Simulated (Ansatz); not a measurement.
Output of an Ansatz run (abridged):

```
WARN basis.ecutwfc = 420 eV, the default
WARN ansatz: RAYON_NUM_THREADS=1 ignored (pool sized by the plan → 1); use --threads N
Pseudopotentials: kind: paw
Pseudopotential: Sr, paw, valence charge 10
Pseudopotential: Mg, paw, valence charge 10
Pseudopotential: Si, paw, valence charge 4
Crystal: 8 atoms, lattice volume = 199.676 Å³
Basis set: ecut = 420 eV, 3901 PW (Γ), exchange–correlation on 72×96×96 points (8 copies of the dense FFT grid, shifted against one another)
Bands: 45, of which v1, the nominal top of the filled ones, is band 37 counted from 1 (36 counted from 0)
Symmetry: 4 space group operations
Space group: Amm2 (ITA 38), of the structure as read, at distance tolerance 5.8e-5 Å
k-points: 12 of 36 (time reversal used)
PAW frozen core: Sr, regenerated for the run's functional, and the local potential with it
PAW frozen core: Mg, regenerated for the run's functional, and the local potential with it
PAW frozen core: Si, regenerated for the run's functional, and the local potential with it
Initial density: superposition of atomic densities (neutral atoms: chi_scale 0, normalization atom), corrected by the library's trained network
Initial wavefunctions: pseudopotential atomic-orbital guess
Eigensolver: davidson
Functional: x = pbesol(κ = 0.804, μ = 0.12345679012345678), c = pbesol(β = 0.046)
SCF iter   1: F=—  HF=-15585.788550 eV  |F-HF|=—  |Δ(HF+E_count)|=         —  Δρ=2.84e-3  dr2=3.34e-2  ethr=1.77e-3  ⟨swp⟩=9.9  Hψ=2629  notcnv=0
all-band conjugate gradients solve this SCF's bands
preconditioner: auto → Kerker (q_TF=auto, 2.312 Å⁻¹)
SCF iter   2: F=—  HF=-15585.783619 eV  |F-HF|=—  |Δ(HF+E_count)|=   4.93e-3  Δρ=1.72e-3  dr2=1.74e-2  ethr=4.52e-5  ⟨swp⟩=1.8  Hψ=724  notcnv=0
SCF iter   3: F=—  HF=-15585.779114 eV  |F-HF|=—  |Δ(HF+E_count)|=   4.51e-3  Δρ=4.32e-4  dr2=1.49e-3  ethr=2.35e-5  ⟨swp⟩=2.0  Hψ=639  notcnv=0
SCF iter   4: F=—  HF=-15585.778723 eV  |F-HF|=—  |Δ(HF+E_count)|=   3.90e-4  Δρ=1.04e-4  dr2=5.72e-5  ethr=2.02e-6  ⟨swp⟩=2.0  Hψ=641  notcnv=0
SCF iter   5: F=—  HF=-15585.778609 eV  |F-HF|=—  |Δ(HF+E_count)|=   1.15e-4  Δρ=3.20e-5  dr2=5.07e-6  ethr=7.73e-8  ⟨swp⟩=2.0  Hψ=706  notcnv=0
SCF iter   6: F=—  HF=-15585.778607 eV  |F-HF|=—  |Δ(HF+E_count)|=   1.22e-6  Δρ=8.77e-6  dr2=1.90e-7  ethr=6.86e-9  ⟨swp⟩=2.0  Hψ=757  notcnv=0
SCF iter   7: F=-15585.778607 eV  HF=-15585.778607 eV  |F-HF|=2.25e-8  |Δ(HF+E_count)|=   6.05e-8  Δρ=2.62e-6  dr2=3.09e-8  ethr=1.35e-10  ⟨swp⟩=8.1  Hψ=2409  notcnv=0
SCF 1 converged in 7 iterations: F = -15585.778607 eV  dr2 = 3.09e-8
SCF converged after 7 iterations
Free energy (F): -15585.778607 eV
Harris-Foulkes:  -15585.778607 eV  (|F-HF|=2.25e-8)
Internal energy: -15585.667247 eV  (E = F + TS)
E sigma→0 (E₀):  -15585.722927 eV
Entropy (-TS):   -0.111360 eV (-13.920 meV/atom)
Fermi energy:    5.778019 eV
--- Per-component energies (eV) ---
  E_band       = -2238.047084
  E_kinetic    = 731.353296
  E_local      = -10798.047513  (includes V_loc(G=0)·N_el)
  E_nonlocal   = 807.975668
  E_hartree    = 3825.994057
  E_xc         = -393.181121
  E_vxc        = -424.610437  (∫ρ·V_xc dr)
  E_paw        = -4831.380071  (= ΣΔE_a)
  E_vpaw       = -206.709606  (= ΣTr[D̂ρ^β])
  E_aug_tail   = -0.000006  (compensation charges beyond the density's cutoff)
  E_ewald      = -4928.900638
  E_core_change = 0.519082  (= ΣΔE_core)
  E_smearing   = -0.111360  (= −TS)
  E_closure    = -0.000000  (closes the sum)
  Σ components = -15585.778607   (vs F -15585.778607, Δ=0.00e0)
--- Forces (eV/Å), atoms counted from 1 ---
  atom   1  Sr    -0.00000000     0.00000000     0.10265655
  atom   2  Mg    -0.00000000    -0.03114988    -0.08977280
  atom   3  Mg    -0.00000000     0.03114988    -0.08977280
  atom   4  Mg     0.00000000     0.00000000    -0.00772392
  atom   5  Mg    -0.00000000     0.01455197    -0.00439018
  atom   6  Mg     0.00000000    -0.01455197    -0.00439018
  atom   7  Mg     0.00000000     0.00000000    -0.00643432
  atom   8  Si     0.00000000     0.00000000     0.09986532
  max |Σ_I F_I| component: 3.77e-5 eV/Å
--- Stress (GPa, compression-positive) ---
       -1.761711      -0.000000      -0.000000
       -0.000000      -0.591212      -0.000000
       -0.000000      -0.000000      -0.653686
  P = ⅓ Tr σ = -1.0022 GPa (-10.022 kbar)
  The stress holds the Pulay correction. Without it, at fixed plane waves, as pw.x and ABINIT print it: P = -1.0067 GPa
--- Band table (eV; the first three rows and the last of 12) ---
  k-point 0: bands = ["-70.1707", "-69.8595", "-69.8589", "-69.7487", "-69.7474", "-69.7394", "-37.1184", "-37.1117", "-37.1024", "-36.8090", "-36.8086", "-36.8075", "-36.7982", "-36.7950", "-36.7941", "-36.7037", "-36.6996", "-36.6942", "-36.6880", [...]
  k-point 1: bands = ["-70.1707", "-69.8594", "-69.8589", "-69.7487", "-69.7475", "-69.7394", "-37.1184", "-37.1117", "-37.1024", "-36.8085", "-36.8077", "-36.8076", "-36.7993", "-36.7950", "-36.7941", "-36.7030", "-36.6996", "-36.6943", "-36.6884", [...]
  k-point 2: bands = ["-70.1707", "-69.8595", "-69.8589", "-69.7487", "-69.7474", "-69.7394", "-37.1184", "-37.1117", "-37.1023", "-36.8090", "-36.8085", "-36.8075", "-36.7981", "-36.7950", "-36.7941", "-36.7037", "-36.6997", "-36.6942", "-36.6880", [...]
  k-point 11: bands = ["-70.1707", "-69.8594", "-69.8589", "-69.7486", "-69.7475", "-69.7395", "-37.1184", "-37.1117", "-37.1024", "-36.8088", "-36.8080", "-36.8077", "-36.7993", "-36.7946", "-36.7938", "-36.7041", "-36.6978", "-36.6976", [...]
```

The structure:

```
CELL_PARAMETERS angstrom
      4.99067     0.00000     0.00000
      0.00000     3.40907     5.86817
      0.00000    -3.40907     5.86817
ATOMIC_POSITIONS crystal
  Sr 0.50000 0.67500 0.67500
  Mg 0.00000 0.84694 0.28804
  Mg 0.00000 0.28804 0.84694
  Mg 0.00000 0.33205 0.33205
  Mg 0.50000 0.68711 0.15185
  Mg 0.50000 0.15185 0.68711
  Mg 0.50000 0.16409 0.16409
  Si 0.00000 0.85491 0.85491
```

Reconstruct the input of this run.

Other spellings and defaults could give the same log, and not every line can be read from it. The input that was run (DFT, PBEsol, plane waves, default PAW files made with PBE):

Ansatz 0.2 input:
```yaml
crystal:
  lattice:
    - [4.990669, 0.000000, 0.000000]
    - [0.000000, 3.409066, 5.868170]
    - [0.000000, -3.409066, 5.868170]
  atoms:
    - { symbol: Sr, position: [0.500000, 0.675000, 0.675000] }
    - { symbol: Mg, position: [0.000000, 0.846940, 0.288040] }
    - { symbol: Mg, position: [0.000000, 0.288040, 0.846940] }
    - { symbol: Mg, position: [0.000000, 0.332050, 0.332050] }
    - { symbol: Mg, position: [0.500000, 0.687110, 0.151850] }
    - { symbol: Mg, position: [0.500000, 0.151850, 0.687110] }
    - { symbol: Mg, position: [0.500000, 0.164090, 0.164090] }
    - { symbol: Si, position: [0.000000, 0.854910, 0.854910] }
kpoints:
  mp_grid:
    grid: [4, 3, 3]
hamiltonian:
  xc: pbesol
  pseudopotentials:
    kind: paw
scf:
  occupations:
    method: fermi_dirac
    width: 0.1
output:
  forces: true
  eigenvalues: true
  stress: true
```

The starting cell comes from a database of computed structures (which also holds hypothetical and non-ambient phases and stackings), without a prior relaxation at this level. Its lattice was rescaled by a random factor within 2.5 % of one. Ansatz's pressure includes its estimate of the finite-basis (Pulay) stress.

Ansatz is a quantum-chemistry and plane-wave program.
